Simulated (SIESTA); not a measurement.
Worked example: relaxation of the atoms of CaPt2 (R3m, 6 atoms in the cell) in SIESTA.

Method of the run: LDA PW92, numerical atomic orbitals DZP, PseudoDojo LDA standard norm-conserving potentials (rewritten from UPF to PSML) (SIESTA 5.4.2).

The change in words: one atom moved by 0.15 angstrom; MD.TypeOfRun: default → CG; MD.Steps: default → 40; MD.MaxForceTol: default → 0.2 eV/Ang. Reference geometry:
```
CaPt2
1.0
    0.00000     3.81133     3.81133
    3.81133     0.00000     3.81133
    3.81133     3.81133     0.00000
Ca Pt
2 4
Cartesian
  0.00000   0.00000   0.00000
  1.90567   1.90567   1.90567
  4.76417   2.85850   2.85850
  2.85850   2.85850   4.76417
  2.85850   4.76417   2.85850
  4.76417   4.76417   4.76417
```

Reference input (self-consistent single point, DFT, LDA PW92, numerical atomic orbitals DZP, PseudoDojo LDA standard norm-conserving potentials (rewritten from UPF to PSML)): XC.functional = LDA; XC.authors = PW92; potentials = PseudoDojo LDA standard; PAO.BasisSize = DZP; PAO.EnergyShift = 0.01 Ry; MeshCutoff = 300 Ry; kgrid.MonkhorstPack = 4 4 4; OccupationFunction = MP; OccupationMPOrder = 0; ElectronicTemperature = 100 meV; MaxSCFIterations = 150; SCF.Mixer.Method = Broyden. This run's input differs from it in these lines:

```diff
@@ -18,3 +18,3 @@
 %block AtomicCoordinatesAndAtomicSpecies
-     0.000000000    0.000000000    0.000000000  1
+     0.163652377    0.163652377    0.163652377  1
      3.601187770    3.601187770    3.601187770  1
@@ -46,2 +46,5 @@
 Diag.ParallelOverK           true
+MD.TypeOfRun                 CG
+MD.Steps                     40
+MD.MaxForceTol               0.2 eV/Ang
 WriteForces                  true
```

Output (repeated stretches shortened):

```
        iscf     Eharris(eV)        E_KS(eV)     FreeEng(eV)     dDmax    Ef(eV) dHmax(eV)
   scf:    1   -16210.617693   -16296.155521   -16296.202575  3.657162 -1.212509 17.203042
   scf:    2   -16329.152569   -16314.201964   -16314.229443  0.941641 -2.016759 10.906280
   scf:    3   -16330.568236   -16325.775426   -16325.790386  0.950358 -3.360010  2.196289
   scf:    4   -16325.768951   -16325.931868   -16325.945418  0.168935 -3.645864  1.713933
   scf:    5   -16326.199200   -16326.081042   -16326.094966  0.046731 -3.541910  0.678273
   [... 10 lines left out ...]
   scf:   16   -16326.122820   -16326.122820   -16326.137489  0.000028 -3.450099  0.000473
   scf:   17   -16326.122820   -16326.122820   -16326.137489  0.000019 -3.450123  0.000418
   scf:   18   -16326.122820   -16326.122820   -16326.137489  0.000013 -3.450144  0.000370
   scf:   19   -16326.122820   -16326.122820   -16326.137489  0.000009 -3.450161  0.000329
SCF Convergence by DM+H criterion
max |DM_out - DM_in|         :     0.0000089838
max |H_out - H_in|      (eV) :     0.0003286360
SCF cycle converged after 19 iterations

Using DM_out to compute the final energy and forces

siesta: E_KS(eV) =           -16326.1228

siesta: E_KS - E_eggbox =    -16326.1228

siesta: Atomic forces (eV/Ang):
     1   -0.695060   -0.695060   -0.695060
     2    0.261819    0.261819    0.261819
     3    0.217026    0.112775    0.112775
     4    0.112775    0.112775    0.217026
     5    0.112775    0.217026    0.112775
     6   -0.009654   -0.009654   -0.009654
   Tot   -0.000320   -0.000320   -0.000320
   Max    0.695060
   Res    0.322565    sqrt( Sum f_i^2 / 3N )
   Max    0.695060    constrained

   [... lines left out ...]
outcell: Cell volume (Ang**3)        :    110.7288
        iscf     Eharris(eV)        E_KS(eV)     FreeEng(eV)     dDmax    Ef(eV) dHmax(eV)
siesta: FreeEng =    -16326.226964
   [... lines left out ...]
siesta:    -0.005445    0.000147    0.000147
siesta:     0.000147   -0.005445    0.000147
siesta:     0.000147    0.000147   -0.005445

siesta: Cell volume =        110.728822 Ang**3

siesta: Pressure (static):
siesta:                Solid            Molecule  Units
siesta:           0.00005931          0.00004955  Ry/Bohr**3
siesta:           0.00544519          0.00454969  eV/Ang**3
siesta:           8.72415003          7.28940960  kBar
```

The run converged. 

Summary of the result:
- Free energy E − TS: -16326.2270 eV
- Fermi level (on the code's own zero): -3.45 eV
- Pressure: 0.87 GPa
- Largest force (vector length): 0.131 eV/Å
- Relaxation steps: 6

The starting cell comes from a database of computed structures (which also holds hypothetical and non-ambient phases and stackings), without a prior relaxation at this level. Its lattice was rescaled by up to half a per cent. For this run, on top of that: one atom moved by 0.15 angstrom. Spin polarisation is off. Values carry the incompleteness of an atom-centred basis.

Cost on one core of a shared machine: roughly 2 min.
